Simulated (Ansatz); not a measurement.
The starting structures come from a database of crystals and need not be the phases stable at ambient conditions.

## Evanescent states of Sr$_{2}$H$_{3}$I (P-3m1, not sure to be the ambient phase, 6 atoms a cell, 19.1 Å³ an atom) along the normal of (110)

Calculation: r2SCAN (plane waves, PAW; Ansatz, a program for electronic structure).

The gap is the functional's own, uncorrected, and κ follows it; spin-orbit coupling is left out. Mid-gap values are interpolated between the computed energies.

Energies count from the valence-band top; κ is the least over a 4×4 mesh across the current.

```tsv
E (eV)	κ (1/Å)	where
0.07	0.066	off Γ
0.21	0.110	off Γ
0.35	0.137	off Γ
0.49	0.156	off Γ
0.63	[?]	off Γ
0.77	[?]	off Γ
0.91	[?]	off Γ
1.05	[?]	off Γ
1.19	[?]	off Γ
1.33	[?]	off Γ
1.47	[?]	off Γ
1.61	[?]	off Γ
1.75	[?]	off Γ
1.89	[?]	off Γ
2.03	[?]	off Γ
2.17	0.175	off Γ
2.31	0.151	off Γ
2.45	0.121	off Γ
2.59	0.076	off Γ
```

What belongs in the gaps?


- 0.63, κ (1/Å): 0.171
- 0.77, κ (1/Å): 0.182
- 0.91, κ (1/Å): 0.191
- 1.05, κ (1/Å): 0.198
- 1.19, κ (1/Å): 0.202
- 1.33, κ (1/Å): 0.205
- 1.47, κ (1/Å): 0.206
- 1.61, κ (1/Å): 0.205
- 1.75, κ (1/Å): 0.203
- 1.89, κ (1/Å): 0.200
- 2.03, κ (1/Å): 0.195
